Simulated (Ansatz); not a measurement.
A computed series for CdS: response to strain

Base system: CdS in the zinc blende structure (space group F-43m, No. 216; a = 5.878 Å).

Strains are applied to the cell and any free atomic positions relax.

Method: r2SCAN/PAW in Ansatz (a program for electronic structure), without spin-orbit coupling.

Notes on the quantities. energy relative to the base: free energy F.

| change | energy relative to the base | band gap | volume per atom |
|---|---|---|---|
| base | 0 meV/atom | 1.54 eV | 25.38 Å³ |
| isotropic strain +0.50 % | +1.1 meV/atom | 1.51 eV | 25.76 Å³ |
| isotropic strain +1.00 % | +4.2 meV/atom | 1.47 eV | 26.15 Å³ |
| isotropic strain +1.50 % | +9.2 meV/atom | 1.44 eV | 26.54 Å³ |
| isotropic strain +2.00 % | +16 meV/atom | 1.40 eV | 26.94 Å³ |
| isotropic strain +2.50 % | +25 meV/atom | 1.37 eV | 27.33 Å³ |
| isotropic strain +3.00 % | +35 meV/atom | 1.33 eV | 27.74 Å³ |

Whether these cells are dynamically stable was not tested.
